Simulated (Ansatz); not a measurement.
Ansatz (a program for electronic structure) run on Yb (Fm-3m, 1 atom in the cell): relaxation of cell and atoms.

Method of the run: PBE (plane waves, PAW; Ansatz).

The change in words: atoms on their sites; basis.ecutwfc: 30.9 Ry → 15.4 Ry; relax: default → cell and atoms. Reference geometry:
```
Yb
1.0
    0.00000     2.75370     2.75370
    2.75370     0.00000     2.75370
    2.75370     2.75370     0.00000
Yb
1
Direct
  0.00000   0.00000   0.00000
```

Reference input (self-consistent single point, DFT, PBE, plane waves, default PAW files): basis.ecutwfc = 30.9 Ry; kpoints.mp_grid.grid = 10 10 10; hamiltonian.xc = pbe; hamiltonian.pseudopotentials = {kind: paw} (the program's default PAW files); scf.occupations.method = fermi_dirac; scf.occupations.width = 0.0073 Ry. This run's input differs from it in these lines:

Ansatz 0.2 input:
```diff
@@ -9,3 +9,3 @@
 basis:
-  ecutwfc: 30.9 Ry
+  ecutwfc: 15.4 Ry
 kpoints:
@@ -17,2 +17,4 @@
   occupations: { method: fermi_dirac, width: 0.0073 Ry }
+relax:
+  cell: {}
 output:
```

Output (repeated stretches shortened):

```
   [... SCF lines of the steps left out ...]
relax step   1: F+E_penalty+E_count = -13789.16017126 eV  Δ(F+E_penalty+E_count) = +0.000e0 eV  max|allowed force component| = 0.000e0 eV/Å  Δτ_max = 0.0000 Å  P = +2.876 GPa  Ω = 41.762 Å³  (11 SCF iters, dr2 threshold 1.00e-7 eV, accepted)
relax step   2: F+E_penalty+E_count = -13786.89170356 eV  Δ(F+E_penalty+E_count) = +2.268e0 eV  max|allowed force component| = 0.000e0 eV/Å  Δτ_max = 0.0000 Å  P = -25.703 GPa  Ω = 44.881 Å³  energy of the carried Pulay correction = -2.048e0 eV  (7 [...]
   [... lines left out ...]
relax step 112: F+E_penalty+E_count = -13789.15715701 eV  Δ(F+E_penalty+E_count) = +1.757e-2 eV  max|allowed force component| = 0.000e0 eV/Å  Δτ_max = 0.0000 Å  P = +0.027 GPa  Ω = 45.680 Å³  energy of the carried Pulay correction = -1.759e-2 eV  (4 [...]
relax step 113: F+E_penalty+E_count = -13789.20421333 eV  Δ(F+E_penalty+E_count) = -4.706e-2 eV  max|allowed force component| = 0.000e0 eV/Å  Δτ_max = 0.0000 Å  P = -0.030 GPa  Ω = 45.680 Å³  stress off target by 3.03e-2 GPa  SCF on the basis [...]
basis re-selected at this cell: Δ(F+E_penalty+E_count) = -4.706e-2 eV, ΔP = -0.057 GPa vs the last step
Free energy (F): -13789.204213 eV
Internal energy: -13789.171094 eV  (E = F + TS)
E sigma→0 (E₀):  -13789.187654 eV
Entropy (-TS):   -0.033120 eV (-33.120 meV/atom)
Fermi energy:    7.862531 eV
--- Forces (eV/Å), atoms counted from 1 ---
  atom   1  Yb     0.00000000    -0.00000000     0.00000000
--- Stress (GPa, compression-positive) ---
       -0.030262       0.000000       0.000000
        0.000000      -0.030262       0.000000
        0.000000       0.000000      -0.030262
  P = ⅓ Tr σ = -0.0303 GPa (-0.303 kbar)
   [... lines left out ...]
to start a new deck from the relaxed geometry:
  cell:  # Å, volume = 45.6797 Å³
    - [6.825806984349164e-33, 2.837251903323415, 2.837251903323415]
    - [2.837251903323415, -5.9416803214537677e-33, 2.837251903323415]
    - [2.837251903323415, 2.837251903323415, 1.15318619078869e-32]
  atoms:
    - { symbol: Yb, position: [0.0, 0.0, 0.0] }
```

The run converged. 

Summary of the result:
| Item | Value |
|---|---|
| Free energy E − TS (on the zero of these files) | -13789.2042 eV |
| Fermi level (on the code's own zero) | 7.86 eV |
| Pressure | -0.03 GPa |
| Final cell | a = b = c = 4.0125 Å, α = β = γ = 60.00° |
| Final volume per atom | 45.68 Å³ |
| Relaxation steps | 113 |

The starting cell has typed, rounded lattice constants, without a prior relaxation at this level. Its lattice was rescaled by up to half a per cent. Spin polarisation is off. The relaxation keeps the symmetry of its start, so its end need not be a minimum. Ansatz's pressure includes its estimate of the finite-basis (Pulay) stress. Without the estimate this run gives -97.60 GPa. The cutoff lies below the one recommended for these files.

Cost on one core of a shared machine: roughly 2 min.
